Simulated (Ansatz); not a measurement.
An Ansatz (a first-principles code) run: CsCl with a change (pressure 0.3 GPa); r2SCAN (Ansatz, PAW, spin-orbit coupling left out).

Input:

Ansatz 0.2 input:
```yaml
crystal:
  lattice:
    - [4.140308999, 0, 0]
    - [0, 4.140308999, 0]
    - [0, 0, 4.140308999]
  atoms:
    - { symbol: Cs, position: [0, 0, 0] }
    - { symbol: Cl, position: [0.5, 0.5, 0.5] }
basis: { ecutwfc: 500, ecutrho_ratio: 4, xc_grid: 4, fft_grid_basis: typed }
kpoints: { mp_grid: { grid: [8, 8, 8] } }
hamiltonian:
  xc: r2scan
  dispersion: none
  pseudopotentials: { kind: paw }
scf: { occupations: { method: fermi_dirac, width: 0.05 } }
relax: { f_tol: 0.01, max_steps: 60, cell: { stress_tol: 0.02, p_target: 0.3 } }
output: { forces: true, stress: true }
checkpoint: { write: state.ck, write_every: 1000 }
```

Output (explanatory and most iteration lines left out):

```
Relaxation: its limit of steps is 60 (relax.max_steps)
Pseudopotential: Cs, paw, valence charge 9
Pseudopotential: Cl, paw, valence charge 7
Crystal: 2 atoms, lattice volume = 70.974 Å³
Basis set: ecut = 500 eV, 1791 PW (Γ), exchange–correlation on 128×128×128 points (64 copies of the dense FFT grid, shifted against one another)
Bands: 12, of which v1, the nominal top of the filled ones, is band 8 counted from 1 (7 counted from 0)
Symmetry: 48 space group operations
Space group: Pm-3m (ITA 221), of the structure as read, at distance tolerance 4.1e-5 Å
k-points: 35 of 512
Functional: x = r2scan, c = r2scan; τ floored in thin density (d = 2e-4 eV/Å³)
SCF iter   1: F=—  HF=-6773.922902 eV  |F-HF|=—  |Δ(HF+E_count)|=         —  Δρ=3.74e-3  dr2=8.63e-3  dr2_τ=1.34e-3  ethr=1.77e-3  ⟨swp⟩=8.0  Hψ=3010  notcnv=0
SCF iter   2: F=—  HF=-6773.938621 eV  |F-HF|=—  |Δ(HF+E_count)|=   1.57e-2  Δρ=1.50e-3  dr2=9.40e-4  dr2_τ=7.93e-5  ethr=5.39e-5  ⟨swp⟩=2.0  Hψ=1089  notcnv=0
SCF 1 converged in 6 iterations: F = -6773.938587 eV  dr2 = 2.84e-9
relax step   1: F+E_penalty+E_count = -6773.93858653 eV  Δ(F+E_penalty+E_count) = +0.000e0 eV  max|allowed force component| = 5.982e-30 eV/Å  Δτ_max = 0.0000 Å  P = +0.001 GPa  Ω = 70.974 Å³  (6 SCF iters, dr2 threshold 1.00e-7 eV, accepted)
[... steps on the carried basis left out ...]
relax step   4: F+E_penalty+E_count = -6773.93753186 eV  Δ(F+E_penalty+E_count) = +4.164e-5 eV  max|allowed force component| = 4.273e-31 eV/Å  Δτ_max = 0.0000 Å  P = +0.305 GPa  Ω = 69.853 Å³  stress off target by 4.97e-3 GPa  SCF on the basis re-selected at this cell (its energy is not comparable with the rows above)  (5 SCF iters)
SCF converged after 5 iterations
Free energy (F): -6773.937532 eV
Internal energy: -6773.937532 eV  (E = F + TS)
E sigma→0 (E₀):  -6773.937532 eV
Fermi energy:    5.683179 eV
--- Forces (eV/Å), atoms counted from 1 ---
  atom   1  Cs     0.00000000    -0.00000000    -0.00000000
  atom   2  Cl    -0.00000000     0.00000000     0.00000000
--- Stress (GPa, compression-positive) ---
        0.304974      -0.000000       0.000000
       -0.000000       0.304974       0.000000
        0.000000       0.000000       0.304974
  P = ⅓ Tr σ = 0.3050 GPa (3.050 kbar)
--- Relaxed structure (3 steps of the walk, 3 accepted, 1 SCFs on fresh bases) ---
  cell:  # Å, volume = 69.8532 Å³
    - [4.1184013379448015, -1.8055593228630333e-33, -4.975319023000359e-34]
    - [-1.8055593228630333e-33, 4.1184013379448015, 0.0]
    - [-6.2592723192585165e-34, 0.0, 4.1184013379448015]
  atoms:
    - { symbol: Cs, position: [3.0041954744267755e-35, -3.525548215582233e-48, -5.81457188598344e-36] }
    - { symbol: Cl, position: [0.5, 0.5, 0.5] }
```

Load acts through the strain it causes; cell and atoms are relaxed under it. Whether these cells are dynamically stable was not tested. The cell was made from CsCl in the CsCl type structure (space group Pm-3m, No. 221) by this change: pressure 0.3 GPa.
